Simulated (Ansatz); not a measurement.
Base system: ZnS in the zinc blende structure (space group F-43m, No. 216; a = 5.2968 Å).

Method: LDA in Ansatz (plane waves to 420 eV, PAW, no spin-orbit coupling).

Before the change:

| Item | Value |
|---|---|
| Valley order | Γ 2.13 eV; X along ⟨100⟩ 3.05 eV; L along ⟨111⟩ 3.20 eV |
| Pressure | -0.01 GPa |

It is then changed as follows: every lattice vector is shortened by 0.50 %, atoms relaxed at fixed cell.

**Question.** Estimate the effect on the valley order and pressure.

**Answer.** The valley order (the lowest conduction-band minima on the path, energy above the VBM, named in the base's zone) becomes Γ 2.19 eV; X along ⟨100⟩ 3.02 eV; L along ⟨111⟩ 3.23 eV (base: Γ 2.13 eV; X along ⟨100⟩ 3.05 eV; L along ⟨111⟩ 3.20 eV); the pressure increases by 1.344 GPa (-0.01 GPa → 1.34 GPa).

The levels and masses belong to the bands next to the band gap. The cells carry an imposed strain or load. No phonon test of stability was made.

Ansatz is a quantum-chemistry and plane-wave program.
